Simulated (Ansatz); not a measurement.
Fluorite HfO2 (high-temperature phase): band gap by level of theory

No measured value is used here.

```
level (code)              value (eV)  cell (Å³/atom)
---------------------  -------------  --------------
LDA+SOC (Ansatz)       3.56 (direct)           10.92
PBE (Ansatz)                    3.75           11.04
PBE+SOC (Ansatz)       3.75 (direct)           11.03
PBE-D3(BJ) (Ansatz)                ?           10.88
r²SCAN+SOC (Ansatz)    4.31 (direct)           10.78
HSE06+SOC (Ansatz)     5.38 (direct)           10.92
LC-ωPBE (Ansatz)                   ?           10.75
Hartree–Fock (Ansatz)          13.91           11.00
```

Task: Complete the blanks.

Result: 
- PBE-D3(BJ) (Ansatz, a quantum-chemistry and plane-wave program), value (eV): 3.78
- LC-ωPBE (Ansatz), value (eV): 10.90

Published values of wave-function and many-body methods: 6.03 eV (published QSGW value; Sklénard et al. (2018), arXiv:1811.02362).

Computed values are for a static lattice. Spin–orbit coupling is included only where a level's name says +SOC; with heavier elements it mostly lowers gaps and can invert bands.  LDA+SOC, PBE, PBE+SOC, PBE-D3(BJ), r²SCAN+SOC, HSE06+SOC, LC-ωPBE, Hartree–Fock: symmetry holds this phase in the static calculation, where it need not be a minimum. Values are at the level's own relaxed cell; LDA+SOC at a fixed cell, not relaxed at this level and not confirmed as the measured one; HSE06+SOC at a fixed cell, not relaxed at this level and not confirmed as the measured one. Cutoffs and k meshes differ between the levels. Ansatz's density-functional and Hartree–Fock values are scalar-relativistic unless marked +SOC, with PAW data made under PBE.
